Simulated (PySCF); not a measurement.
PySCF 2.14.0, B3LYP/def2-svp, df: Ba(OMe)(SH)(OH2)2 (C[O][Ba](<-[OH2])(<-[OH2])[SH]), 14 atoms. The geometry is a generated start, not checked to be a minimum at this level.

| Property | Result |
|---|---|
| task | energy |
| method | b3lyp |
| basis | def2-svp |
| two-electron scheme | density fitting |
| mol.max_memory | 3000 MB |
| mf.max_cycle | 100 |
| mf.init_guess | minao (default) |
| mf.DIIS | CDIIS (default) |
| mf.diis_space | 8 (default) |
| mf.conv_tol | 1e-09 (default) |
| mf.grids.level | 3 (default) |
| effective core potentials | those of the basis set, past Kr |
| basis functions | 137 |
| grid points | 177632 |

```xyz
14

Ba    -0.8753     0.7889    -0.0305
O      0.7278    -0.3252    -0.7694
C      1.7842    -1.0147    -1.3294
H      1.4678    -1.9963    -1.7062
H      2.2173    -0.4597    -2.1768
H      2.5834    -1.1864    -0.5904
S     -1.2286    -0.5261     2.5319
H     -0.3665    -1.4608     2.1772
O     -3.2558     0.4520     0.3580
H     -3.1339    -0.0095     1.2102
H     -4.2098     0.4807     0.2064
O      1.1125     2.0138     0.0955
H      2.0320     2.1750     0.3253
H      1.1449     1.0683    -0.3019
```

One run each on 2 threads, 1 BLAS thread. Values of level_shift (Hartree) tried: 0 (default), 0.1, 0.3, 1.

Q: Predict the course of the Fock builds along this series.

A: Fewest Fock builds: 0 (default) with 13. The count rises to 59 at 1. All converge to one solution.

```tsv
level_shift (Hartree)	Fock builds	end
0 (default)	13	same solution
0.1	15	same solution
0.3	24	same solution
1	59	same solution
```
